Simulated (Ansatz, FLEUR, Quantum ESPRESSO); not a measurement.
## YbSi (Cmcm, 4 atoms in the cell) computed with different codes at matched settings

Self-consistent single point, at a second geometry (lattice scaled by 0.98). First geometry:

```
YbSi
1.0
    2.27035    -5.30912     0.00000
    2.27035     5.30912     0.00000
    0.00000     0.00000     3.88198
Yb Si
2 2
Cartesian
  2.27035   3.84104   2.91148
  2.27035  -3.84104   0.97049
  2.27035   0.73637   2.91148
  2.27035  -0.73637   0.97049
```

Shared settings, as Ansatz (a program for electronic structure) writes them: kpoints.mp_grid.grid = 6 6 7; scf.occupations.method = gaussian; scf.occupations.width = 0.1 eV. Potentials and cutoffs stand in the table.

| code | model | ΔF from the first geometry (meV/atom) | pressure (GPa) | largest force (eV/Å) | cutoff |
|---|---|---|---|---|---|
| FLEUR | PBEsol, all-electron FLAPW (FLEUR), scalar-relativistic valence | – | – | 0.536 | Kmax 3.8 1/bohr |
| Quantum ESPRESSO | PBEsol, SSSP 1.1.2 efficiency (PBE) pseudopotentials | -39.7 | -2.99 | 0.601 | 50 Ry |
| Ansatz | PBEsol, PAW files made with PBE | -34.6 | -2.34 | 0.541 | default |

Size of the force on each atom (eV/Å): Sizes of forces hide their directions.

```tsv
code	Yb1	Yb2	Si3	Si4
FLEUR	0.129	0.129	0.536	0.536
Quantum ESPRESSO	0.123	0.123	0.601	0.601
Ansatz	0.124	0.124	0.541	0.541
```

A dash marks a value that a program does not give, or that is left out as unsure.

On Ansatz's run: spin-orbit coupling is off. Spin polarisation is off.

The spread over the programs that give each value: ΔF from the first geometry within 5.1 meV/atom; pressure within 0.65 GPa; largest force within 0.065 eV/Å.

FLEUR treats all electrons, but the usual bases taken here (sphere radii, linearisation, local orbitals, empty states) were not tested for convergence, so the values are no reference for the others. Ansatz's pressure is given at a fixed set of plane waves, as the other plane-wave codes print theirs; with its correction for the finite basis it is -2.30 GPa.

The starting cell comes from a database of computed structures (which also holds hypothetical and non-ambient phases and stackings), without a prior relaxation at this level. For this run, on top of that: lattice scaled by 0.98.

Left out of this page: Elk (not drawn, or without a comparable value).

Keys are those of Ansatz 0.2.
